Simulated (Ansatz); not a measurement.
Functionals compared on H2O on the (0001) surface of wurtzite GaN (2x2 with 3 H on 4 top atoms; a constructed slab, bottom: 3 H on 4 bottom sites), one in a cell of 36 Å², started at the site 'top H', in Ansatz (plane waves, PAW). The structure was relaxed with PBE; the other rows are single points on it, each with its references at the same level. Cutoff 420 eV (500 eV for r2SCAN).

Host crystal: wurtzite GaN, with a band gap (PBE, scalar-relativistic without spin-orbit coupling).

Model: 49-atom slab, 13.8 Å thick at the start with caps and adatoms under the adsorbate (thin: gaps and levels are the slab's own), 4x4x1 mesh, Fermi-Dirac 0.01 eV, dipole correction, 23 atoms held, the rest relaxed; no symmetry held; no spin, no spin-orbit, no U, no dispersion correction. At the end it is bonded to Ga. In PBE it is, or lies within 0.03 eV of, the lowest of the starts that converged. These notes are the PBE run's. Adsorption energies are against H2O(g). A negative adsorption energy means that the adsorbate is more stable on the surface than in its reference.

| functional | adsorption energy (eV) | gap of the slab on its k-mesh (eV) | highest filled level below the top vacuum level (eV) |
|---|---|---|---|
| PBE | -0.97 | 1.98 | 5.73 |
| RPBE | (withheld) | (withheld) | (withheld) |
| r2SCAN | -1.21 | 2.41 | 5.96 |

**Question.** Some entries are withheld; supply them.

**Answer.** 
- RPBE, adsorption energy (eV): -0.69
- RPBE, gap of the slab on its k-mesh (eV): 2.00
- RPBE, highest filled level below the top vacuum level (eV): 5.66

Ansatz is a first-principles code.
